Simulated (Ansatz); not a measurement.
Surface: Si(111) 1x1 surface, 6 top atoms, 3 bilayers, bottom bilayer H-capped and fixed, every top atom capped by Cl; cell 11.5 x 6.6 Å; about 7 Å thick over the host's atoms, 18 atoms held. The numbers are results of PBE-D3(BJ) (plane waves to 420 eV, PAW; Ansatz, a first-principles code), not measurements. Sampling: 1x2x1 k points. The slab states were run without spin polarisation. Results hold for this slab, coverage and mesh. All energies are electronic energies at 0 K, without vibrations. Each state was relaxed from one prepared geometry.

One H2O a cell is brought to Si(111):Cl. Relaxed result near the molecule:

| atom | x (Å) | y (Å) | z (Å) |
|---|---|---|---|
| Cl(15) | 1.896 | 3.353 | 11.584 |
| Cl(30) | 3.833 | 6.684 | 11.587 |
| Cl(31) | 5.772 | 3.352 | 11.584 |
| O(a0) | 3.834 | 4.565 | 14.281 |
| H(a1) | 3.839 | 4.294 | 13.348 |
| H(a2) | 3.837 | 3.726 | 14.769 |

### Question
What is the adsorption energy against the free H2O and the slab before, and how much of it is dispersion?

### Answer
-0.14 eV (negative: bound); the D3 term gives -0.09 eV of it. Its closest contacts to the rest of the cell: H(a1)...Cl(31) 2.78 Å, H(a1)...Cl(15) 2.79 Å, H(a1)...Cl(30) 2.97 Å.
